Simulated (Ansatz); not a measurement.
Input:

```yaml
crystal:
  lattice:
    - [4.90225, 0.00000, 0.00000]
    - [-2.45113, 4.24548, 0.00000]
    - [0.00000, 0.00000, 5.40358]
  atoms:
    - { symbol: Si, position: [0.00000, 0.46614, 0.33333] }
    - { symbol: Si, position: [0.53386, 0.53386, 0.00000] }
    - { symbol: Si, position: [0.46614, 0.00000, 0.66667] }
    - { symbol: O, position: [0.27411, 0.41055, 0.22024] }
    - { symbol: O, position: [0.58945, 0.86356, 0.88691] }
    - { symbol: O, position: [0.72589, 0.13644, 0.44643] }
    - { symbol: O, position: [0.86356, 0.58945, 0.11309] }
    - { symbol: O, position: [0.41055, 0.27411, 0.77976] }
    - { symbol: O, position: [0.13644, 0.72589, 0.55357] }
```

No spin polarisation.

Level of theory: DFT with PBEsol, PAW potentials and a 420 eV plane-wave cutoff in Ansatz (a program for electronic structure), scalar-relativistic without spin-orbit coupling. Γ-centred 8×8×6 mesh, Fermi–Dirac width 0.05 eV.

Problem. Predict the gap character, electron mass, band gap and smallest direct gap.

Solution. The gap character is indirect, K → Γ. The electron mass is 0.49 mₑ (at Γ) and the band gap comes out as 5.79 eV. The smallest direct gap is 6.07 eV.

Load acts through the strain it causes; cell and atoms are relaxed under it. Masses are band curvatures over ±0.01 Å⁻¹ around the edge. Whether these cells are dynamically stable was not tested. The cell was made from SiO₂ (space group P3_221, No. 154) by this change: pressure 0.9 GPa.
